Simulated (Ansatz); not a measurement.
Base system: ZnO in the wurtzite structure (space group P6_3mc, No. 186).

```xyz
4
Lattice="3.1869 0.0000 0.0000 -1.5935 2.7600 0.0000 0.0000 0.0000 5.1526" Properties=species:S:1:pos:R:3 pbc="T T T"
Zn     0.0000     1.8400     0.0092
Zn     1.5935     0.9200     2.5855
O      0.0000     1.8400     1.9590
O      1.5935     0.9200     4.5353
```

Cartesian axes are those of the cell as printed.

Computed with Kohn–Sham DFT with the LDA functional, run in Ansatz (an electronic-structure program) with PAW and 420 eV plane waves, scalar-relativistic without spin-orbit coupling.

Before the change:

Valence-band top at Γ: 0.00, 0.00, -0.11 eV
Pressure: 0.00 GPa

One thing is altered: compressive biaxial strain of 3.00 % in the plane normal to [001], as in epitaxy on a mismatched substrate; the out-of-plane cell vector and the atoms relax.

What does the calculation give for the valence-band top at Γ after the change?

The valence-band top at Γ (three highest levels, from the VBM) becomes 0.00, 0.00, -0.19 eV (base: 0.00, 0.00, -0.11 eV).

Predict the new pressure.

The pressure (mean of the normal stresses, compression positive) goes from zero to 4.76 GPa.

The levels and masses belong to the bands next to the band gap. Whether these cells are dynamically stable was not tested.
